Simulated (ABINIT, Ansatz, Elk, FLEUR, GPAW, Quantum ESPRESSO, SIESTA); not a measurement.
## Code comparison for Fe (Im-3m, 1 atom in the cell)

Self-consistent single point, at a second geometry (lattice scaled by 0.98). First geometry:

```
Fe
1.0
   -1.43500     1.43500     1.43500
    1.43500    -1.43500     1.43500
    1.43500     1.43500    -1.43500
Fe
1
Direct
  0.00000   0.00000   0.00000
```
Moments meant for the start (each program seeds them in its own way; μB, in the order of the atoms Fe): 2.5.

Shared settings, as Ansatz (an electronic-structure program) writes them: kpoints.mp_grid.grid = 11 11 11; scf.occupations.method = fermi_dirac; scf.occupations.width = 0.1 eV. Potentials and cutoffs stand in the table.

```tsv
code	model	ΔF from the first geometry (meV/atom)	pressure (GPa)	size of the net moment (μB/atom)	cutoff
FLEUR	PBE, all-electron FLAPW (FLEUR), scalar-relativistic valence	-1.1	–	2.19	Kmax 3.7 1/bohr
ABINIT	PBE, PAW (JTH v2.0 PBE PAW)	-7.2	3.99	2.18	30 Ha
Ansatz	PBE, default PAW files	-3.8	5.25	2.18	default
SIESTA	GGA PBE, numerical atomic orbitals TZP, PseudoDojo PBE standard norm-conserving potentials (rewritten from UPF to PSML)	-10.3	4.19	2.24	grid 400 Ry
GPAW	PBE, GPAW PAW datasets PBE (gpaw-data 1.0.1)	6.0	7.12	2.18	800 eV
Elk	PBE, all-electron FP-LAPW, Elk's shipped species files, default APW+lo basis	-3.7	–	2.18	default
Quantum ESPRESSO	PBE, GBRV 1.5 ultrasoft (PBE) pseudopotentials	-0.7	5.65	2.22	50 Ry
```

For ABINIT (by 0.4 GPa) and GPAW (by 0.7 GPa) the energy change implies a higher mean pressure, against the two pressures, than for the other programs: a sign of finite-basis (Pulay) stress.

A dash marks a value that a program does not give, or that is left out as unsure.

On Ansatz's run: with one magnetic atom in the cell only a parallel order is possible.

The spread over the programs that give each value: ΔF from the first geometry within 16.3 meV/atom; pressure within 3.13 GPa; size of the net moment within 0.06 μB/atom.

SIESTA uses small atom-centred bases, whose incompleteness enters pressures, forces and empty levels differently from a plane-wave cutoff. FLEUR and Elk treat all electrons, but the usual bases taken here (sphere radii, linearisation, local orbitals, empty states) were not tested for convergence, so the values are no reference for the others. Ansatz's pressure is given at a fixed set of plane waves, as the other plane-wave codes print theirs; with its correction for the finite basis it is 5.36 GPa. In the pressure, ABINIT (by 1.46), SIESTA (by 1.26) and GPAW (by 1.67) lie more than 1 GPa from the median of the plane-wave programs.

The starting cell has typed, rounded lattice constants, without a prior relaxation at this level. For this run, on top of that: lattice scaled by 0.98.

Keys are those of Ansatz 0.2.
